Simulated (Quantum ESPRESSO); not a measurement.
Quantum ESPRESSO run on Mg14SiSb (Amm2, 16 atoms in the cell): self-consistent single point.

Level of theory: PBEsol, GBRV 1.5 ultrasoft (PBESOL) pseudopotentials (plane waves; Quantum ESPRESSO).

```yaml
crystal:
  lattice:
    - [10.19207, 0.00000, 0.00000]
    - [0.00000, 3.26426, 5.37237]
    - [0.00000, -3.26426, 5.37237]
  atoms:
    - { symbol: Mg, position: [0.00000, 0.16483, 0.16483] }
    - { symbol: Mg, position: [0.00000, 0.66449, 0.66449] }
    - { symbol: Mg, position: [0.50000, 0.16509, 0.66489] }
    - { symbol: Mg, position: [0.50000, 0.66489, 0.16509] }
    - { symbol: Mg, position: [0.00000, 0.16660, 0.66556] }
    - { symbol: Mg, position: [0.00000, 0.66556, 0.16660] }
    - { symbol: Mg, position: [0.25372, 0.33004, 0.83982] }
    - { symbol: Mg, position: [0.74628, 0.83982, 0.33004] }
    - { symbol: Mg, position: [0.74628, 0.33004, 0.83982] }
    - { symbol: Mg, position: [0.25372, 0.83982, 0.33004] }
    - { symbol: Mg, position: [0.25420, 0.33124, 0.33124] }
    - { symbol: Mg, position: [0.74580, 0.33124, 0.33124] }
    - { symbol: Mg, position: [0.24787, 0.83413, 0.83413] }
    - { symbol: Mg, position: [0.75213, 0.83413, 0.83413] }
    - { symbol: Si, position: [0.50000, 0.16934, 0.16934] }
    - { symbol: Sb, position: [0.50000, 0.66872, 0.66872] }
```

Reference input (self-consistent single point, DFT, PBEsol, plane waves, GBRV 1.5 ultrasoft (PBESOL) pseudopotentials): ecutwfc = 40 Ry; ecutrho = 200 Ry; occupations = smearing; smearing = mp; degauss = 0.0073499 Ry; K_POINTS = automatic 3 5 5 1 1 1; conv_thr = 1e-10 Ry. This run's input differs from it in these lines:

```diff
@@ -12,4 +12,4 @@
     ntyp = 3,
-    ecutwfc = 40,
-    ecutrho = 200,
+    ecutwfc = 24,
+    ecutrho = 120,
     occupations = 'smearing',
```

Output (repeated stretches shortened):

```
     Self-consistent Calculation

     iteration #  1     ecut=    24.00 Ry     beta= 0.70

     total energy              =   -1941.58581246 Ry
     estimated scf accuracy    <       5.35919930 Ry

     iteration #  2     ecut=    24.00 Ry     beta= 0.70

     total energy              =   -1936.27868783 Ry
     estimated scf accuracy    <      57.75498465 Ry

     iteration #  3     ecut=    24.00 Ry     beta= 0.70

     total energy              =   -1943.44189421 Ry
     estimated scf accuracy    <       4.25535470 Ry

   [... 8 blocks of this kind left out ...]

     iteration # 12     ecut=    24.00 Ry     beta= 0.70

     total energy              =   -1943.86335796 Ry
     estimated scf accuracy    <          1.3E-09 Ry

     iteration # 13     ecut=    24.00 Ry     beta= 0.70
     End of self-consistent calculation

     the Fermi energy is     6.1597 ev

!    total energy              =   -1943.86335796 Ry
     estimated scf accuracy    <          8.3E-11 Ry
     smearing contrib. (-TS)   =      -0.00017784 Ry
     internal energy E=F+TS    =   -1943.86318013 Ry

     convergence has been achieved in  13 iterations

     Forces acting on atoms (cartesian axes, Ry/au):

     atom    1 type  1   force =     0.00000000    0.00000000   -0.00058353
     atom    2 type  1   force =     0.00000000    0.00000000   -0.00158198
     atom    3 type  1   force =     0.00000000   -0.00030125   -0.00085724
     atom    4 type  1   force =     0.00000000    0.00030125   -0.00085724
     atom    5 type  1   force =     0.00000000    0.00098269   -0.00169765
   [... lines left out ...]

     Total force =     0.016401     Total SCF correction =     0.000033

          total   stress  (Ry/bohr**3)                   (kbar)     P=     -698.53
  -0.00471200   0.00000000   0.00000000         -693.16        0.00        0.00
   0.00000000  -0.00477054   0.00000000            0.00     -701.77        0.00
   0.00000000   0.00000000  -0.00476302            0.00        0.00     -700.66

   JOB DONE.
```

The run converged in 13 iterations. Against the reference run the free energy rises by 1.64 eV/atom, the pressure goes from -0.74 to -69.85 GPa and the largest force goes from 0.175 to 0.187 eV/Å.

The starting cell comes from a database of computed structures (which also holds hypothetical and non-ambient phases and stackings), without a prior relaxation at this level. At the lowered cutoff the pressure carries the error of an incomplete plane-wave basis.

Cost on one core of a shared machine: roughly 4 min.
